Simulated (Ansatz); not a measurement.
Given:

End structure of OH on the 1x1 (100) surface of fcc Cu, one in a 2x2 cell, started at the site 'hollow Cu-Cu-Cu-Cu over Cu at depth 1.8 Å':

```yaml
crystal:
  lattice:
    - [5.13360, 0.00000, 0.00000]
    - [0.00000, 5.13360, 0.00000]
    - [0.00000, 0.00000, 24.50000]
  atoms:
    - { symbol: Cu, position: [0.25000, 0.25000, 0.39086] }
    - { symbol: Cu, position: [0.25000, 0.75000, 0.39086] }
    - { symbol: Cu, position: [0.75000, 0.25000, 0.39086] }
    - { symbol: Cu, position: [0.75000, 0.75000, 0.39086] }
    - { symbol: Cu, position: [0.00000, 0.00000, 0.46272] }
    - { symbol: Cu, position: [0.00000, 0.50000, 0.46272] }
    - { symbol: Cu, position: [0.50000, 0.00000, 0.46272] }
    - { symbol: Cu, position: [0.50000, 0.50000, 0.46272] }
    - { symbol: Cu, position: [0.25003, 0.25000, 0.53479] }
    - { symbol: Cu, position: [0.25010, 0.75000, 0.53745] }
    - { symbol: Cu, position: [0.75001, 0.25000, 0.53745] }
    - { symbol: Cu, position: [0.74999, 0.75000, 0.53969] }
    - { symbol: Cu, position: [0.99689, 0.99683, 0.61044] }
    - { symbol: Cu, position: [0.99689, 0.50317, 0.61044] }
    - { symbol: Cu, position: [0.50332, 0.99675, 0.61050] }
    - { symbol: Cu, position: [0.50332, 0.50325, 0.61050] }
    - { symbol: O, position: [0.25090, 0.25000, 0.65869] }
    - { symbol: H, position: [0.25150, 0.25000, 0.69850] }
```

Slab: 18 atoms, 5.3 Å thick at the start under the adsorbate (thin: gaps and levels are the slab's own); k 6x6x1, smearing 0.1 eV, dipole-corrected; 8 atoms held, the rest relaxed; start symmetry kept, larger cells not searched; spin-polarised, no spin-orbit, no U, no dispersion correction. The starting moment vanished. At the end it is bonded to 4 Cu. In PBE this state lies 0.04 eV over the lowest of the starts that converged ('bridge Cu-Cu (span 2.6 Å)').

A negative adsorption energy means that the adsorbate is more stable on the surface than in its reference.

Task: What is the computed work function of the top face (Ansatz (a first-principles code) with PBE)?

Result: 3.30 eV

Task: Give the adsorption energy against H2O(g) − ½ H2(g) at the level PBE.

Result: 0.047 eV

Task: Give the change of the step from the bottom to the top vacuum level, against the clean slab at the level PBE.

Result: -1.22 eV

Task: What change of the work function does PBE give?

Result: -1.24 eV
